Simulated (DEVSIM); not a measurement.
Device: In0.49Ga0.51P/GaAs p-n heterojunction, at 300 K.

Layer 1 from the left is In0.49Ga0.51P, thickness (μm) 0.460, Na (cm⁻³) 1.5e17, τn (s) 1.4e-9, τp (s) 1.4e-9. Layer 2 from the left is GaAs, thickness (μm) 0.180, Nd (cm⁻³) 9.9e15, τn (s) 1.4e-9, τp (s) 1.4e-9.

Left contact: ohmic. Right contact: ohmic. Voltage is applied to the left contact. Recombination: SRH at mid-gap. Mobility is constant in doping.

This is a model device: material constants are rounded textbook-type values typed into the input, and sizes, dopings and lifetimes were drawn at random. Values at 300 K.

In0.49Ga0.51P: gap (eV) 1.89, affinity (eV) 4, permittivity 11.8, Nc (cm⁻³) 9e17, Nv (cm⁻³) 1.3e19, μn (cm²/Vs) 1500, μp (cm²/Vs) 80. GaAs: gap (eV) 1.424, affinity (eV) 4.07, permittivity 12.9, Nc (cm⁻³) 4.7e17, Nv (cm⁻³) 9e18, μn (cm²/Vs) 8500, μp (cm²/Vs) 400.

DEVSIM, 1D drift-diffusion, Boltzmann statistics, complete ionisation; no tunnelling, impact ionisation, image-force lowering or self-heating. Band offsets follow the typed affinities; no thermionic-emission limit at abrupt steps, no polarisation charge.

Question: What does the simulation give for the dark forward voltage at 1 A/cm², the largest field in the device at zero bias?

Answer: dark forward voltage at 1 A/cm² 0.948 V; largest field in the device at zero bias 120000 V/cm.
